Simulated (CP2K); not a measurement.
Band structure of AgNO₃ (R3m, 5 atoms in the cell).

```
CELL_PARAMETERS angstrom
      4.05053     0.00000     0.00000
      0.89572     3.95025     0.00000
      0.89572     0.71536     3.88494
ATOMIC_POSITIONS crystal
  Ag 0.99804 0.99804 0.99804
  N  0.57411 0.57411 0.57411
  O  0.43488 0.43488 0.85948
  O  0.85948 0.43488 0.43488
  O  0.43488 0.85948 0.43488
```

Level of theory: CP2K with PBEsol, GPW, DZVP-MOLOPT-PBE-GTH basis, GTH-PBE potentials (POTENTIAL_UZH).

Settings: CUTOFF = 500 Ry; REL_CUTOFF = 60 Ry; SMEAR/METHOD = FERMI_DIRAC; ELECTRONIC_TEMPERATURE = 116.05 K; KPOINTS/SCHEME = MONKHORST-PACK 6 6 6; GAMMA_CENTERED = T; XC_FUNCTIONAL = PBE:PBESOL; Ag/BASIS_SET = DZVP-MOLOPT-PBE-GTH-q11; Ag/POTENTIAL = GTH-PBE-q11; N/BASIS_SET = DZVP-MOLOPT-PBE-GTH-q5; N/POTENTIAL = GTH-PBE-q5; O/BASIS_SET = DZVP-MOLOPT-PBE-GTH-q6; O/POTENTIAL = GTH-PBE-q6; METHOD = GPW.

The starting cell comes from a database of computed structures (which also holds hypothetical and non-ambient phases and stackings), without a prior relaxation at this level. Its lattice was rescaled by a random factor within 2.5 % of one. Values carry the incompleteness of an atom-centred basis. The potentials were made for another functional than the one used.

Predict the gap along the standard path and the places of the band edges.

The gap along the path is 1.52 eV, from L to Z; the smallest direct gap on it is 2.14 eV.

Levels in eV from the top of the valence band on the SCF mesh, bands 14 to 18:
| point | 14 | 15 | 16 | 17 | 18 |
|---|---|---|---|---|---|
| Γ | -1.42 | -0.82 | -0.73 | -0.73 | 1.98 |
| L | -1.32 | -1.17 | -0.64 | 0.00 | 3.08 |
| Z | -1.15 | -0.75 | -0.75 | -0.63 | 1.52 |
| F | -1.33 | -1.09 | -1.00 | -0.27 | 3.00 |
| P1 | -1.21 | -1.05 | -0.80 | -0.38 | 2.09 |
| P | -1.21 | -1.05 | -0.80 | -0.38 | 2.09 |

Higher empty bands are left out: an atom-centred basis made for the valence describes them poorly.
